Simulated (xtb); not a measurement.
xtb 6.7.1, GFN2-xTB: Ti(Cl)(OH)2(NMe2) (C[N](C)[Ti]([OH])([OH])[Cl]), 15 atoms. The geometry is a generated start, not checked to be a minimum at this level.

```yaml
method: GFN2-xTB
"--acc": 1 (default)
"--etemp (K)": 300 (default)
detailed input (--input): "none: ANC optimiser, Lindh (1995) Hessian, microcycle=20, maxdispl=1.0, hlow=0.01 (default)"
basis_functions: 48
valence_electrons: 44
```

```xyz
15

Ti     0.6239     1.2412     0.0803
Cl     2.2332     1.5419    -1.3327
O      1.2517     0.9515     1.6434
H      1.2620     1.0056     2.5999
O     -0.5721     2.4184    -0.1230
H     -1.2059     3.1391    -0.1023
N     -0.1015    -0.3501    -0.5036
C     -1.5051    -0.6806    -0.3560
C      0.7438    -1.5084    -0.2762
H     -1.7904    -1.4797    -1.0570
H     -1.7320    -1.0326     0.6678
H     -2.1117     0.2046    -0.5726
H      0.6360    -1.8957     0.7556
H      0.4734    -2.3185    -0.9711
H      1.7946    -1.2367    -0.4526
```

Charge 0 and multiplicity 1 are set for this test and not shown to be the ground state.

The structure is relaxed from this start with --opt LEVEL for the levels crude, sloppy, loose, lax, normal, tight, vtight, extreme, once each. Up to the end of the extreme run atoms move by at most 1.5 Å along an axis.

Q: What is the loosest level that ends within 1 meV of the extreme run, and how many cycles does it take?

A: vtight: 85 cycles against 86, ending 0.00059 meV above.

```json
[
 {"level": "crude", "cycles": "1", "energy above the extreme run (meV)": "37", "gradient norm (eV/Å)": "0.21"},
 {"level": "sloppy", "cycles": "1", "energy above the extreme run (meV)": "37", "gradient norm (eV/Å)": "0.21"},
 {"level": "loose", "cycles": "1", "energy above the extreme run (meV)": "37", "gradient norm (eV/Å)": "0.21"},
 {"level": "lax", "cycles": "2", "energy above the extreme run (meV)": "37", "gradient norm (eV/Å)": "0.073"},
 {"level": "normal", "cycles": "17", "energy above the extreme run (meV)": "30", "gradient norm (eV/Å)": "0.030"},
 {"level": "tight", "cycles": "31", "energy above the extreme run (meV)": "29", "gradient norm (eV/Å)": "0.0083"},
 {"level": "vtight", "cycles": "85", "energy above the extreme run (meV)": "under 0.01", "gradient norm (eV/Å)": "0.0026"},
 {"level": "extreme", "cycles": "86", "energy above the extreme run (meV)": "—", "gradient norm (eV/Å)": "0.0022"}
]
```
